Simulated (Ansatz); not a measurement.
# Mg2Sn: element substitutions

The parent structure is Mg$_{2}$Sn (space group Fm-3m, No. 225; a = 6.746 Å).

Each row replaces one element on all its sites; cell and atoms are relaxed.

Computed with PBEsol in Ansatz (plane waves to 420 eV, PAW, no SOC).

Problem. Only one of these has a band gap. Which?
(A) Sn → Pd
(B) Mg → Ca
(C) Sn → Ti

Solution. B, Mg → Ca. Computed: Mg → Ca: 0.61 eV; Sn → Ti: zero; Sn → Pd: zero

Stability against distortions was not tested. As relaxed here, Mg2Ti and Mg2Pd are hypothetical phases, not in the database extracts checked. For Ca2Sn in this form, whether it has been made was not checked. All final runs are without spin polarisation. Mg2Ti has a high density of states at the Fermi level and may be magnetic at this level.

Ansatz is a quantum-chemistry and plane-wave program.
